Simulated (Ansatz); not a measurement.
# Parameter sweep on TlPbF3 (Pnma, 20 atoms in the cell)

```
TlPbF3
1.0
    6.48541     0.00000     0.00000
    0.00000     9.15090     0.00000
    0.00000     0.00000     6.46376
Tl Pb F
4 4 12
Cartesian
  3.16293   2.28773   6.40946
  6.40564   2.28773   3.28618
  3.32247   6.86318   0.05430
  0.07977   6.86318   3.17758
  0.00000   0.00000   0.00000
  3.24270   4.57545   3.23188
  0.00000   4.57545   0.00000
  3.24270   0.00000   3.23188
  0.20299   2.28773   0.37878
  3.44570   2.28773   2.85310
  6.28241   6.86318   6.08498
  3.03971   6.86318   3.61066
  1.86780   4.91403   1.37678
  5.11050   8.81232   1.85510
  4.61761   0.33858   5.08698
  1.37491   4.23687   4.60866
  4.61761   4.23687   5.08698
  1.37491   0.33858   4.60866
  1.86780   8.81232   1.37678
  5.11050   4.91403   1.85510
```

Base run A: PBE (Ansatz, a program for electronic structure), self-consistent single point.

Its settings: kpoints.mp_grid.grid = 3 2 3; hamiltonian.xc = pbe; hamiltonian.pseudopotentials = {kind: paw} (the program's default PAW files); scf.occupations.method = gaussian; scf.occupations.width = 0.1 eV.

The starting cell was generated: these elements placed on a structure prototype, without a prior relaxation; it need not be a known phase or ordering of this composition. Spin-orbit coupling is off. In the base run, with a pressure of about 9 GPa the cell is away from its equilibrium volume at this level. Ansatz's pressure includes its estimate of the finite-basis (Pulay) stress.

Runs:
- B: hamiltonian.xc: pbe → lda [LDA (PW92)]
- C: hamiltonian.xc: pbe → pbesol [PBEsol]
- D: hamiltonian.xc: pbe → rpbe [RPBE]
- E: hamiltonian.xc: pbe → revpbe [revPBE]
- F: hamiltonian.xc: pbe → blyp [BLYP]
- G: hamiltonian.xc: pbe → r2scan [r2SCAN]

```csv
run,pressure (GPa),largest force (eV/Å),gap on the mesh (eV)
A,8.57,0.393,1.717
B,2.05,0.348,…
C,5.11,0.358,1.624
D,11.65,0.407,1.851
E,10.87,0.403,1.821
F,10.85,0.443,1.829
G,…,0.363,1.958
```

### Question
What belongs in the gaps?

### Answer

- B, gap on the mesh (eV): 1.597
- G, pressure (GPa): 6.05

Keys are those of Ansatz 0.2.
